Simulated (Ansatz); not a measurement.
Seebeck coefficient (μV/K, mean over directions) of n-type MgS (Fm-3m) against carrier density, PBEsol with spin-orbit coupling, rigid bands (Ansatz, a first-principles code). Computed gap 2.70 eV; densities at which minority carriers matter at this gap, or further valleys turn the trend, are left out. Conductivity mass 0.35 mₑ (harmonic mean over directions), N_c = 1.6e19 cm⁻³ at 300 K.

| electron density | 300 K | 500 K |
|---|---|---|
| 1e16 cm⁻³ | -851 | -919 |
| 1e17 cm⁻³ | -653 | -720 |
| 1e18 cm⁻³ | -455 | … |
| 3e18 cm⁻³ | -361 | -428 |
| 1e19 cm⁻³ | … | -326 |
| 3e19 cm⁻³ | … | -235 |
| 1e20 cm⁻³ | -97 | -146 |
| 3e20 cm⁻³ | -51 | -82 |
| 1e21 cm⁻³ | -25 | -41 |

**Question.** Fill in the missing entries.

**Answer.** 
- 1e18 cm⁻³, 500 K: -522
- 1e19 cm⁻³, 300 K: -261
- 3e19 cm⁻³, 300 K: -175

Rigid bands with a gap fixed in temperature, one relaxation time for all states, no polarons or phonon drag, and whether or not such doping can be reached.
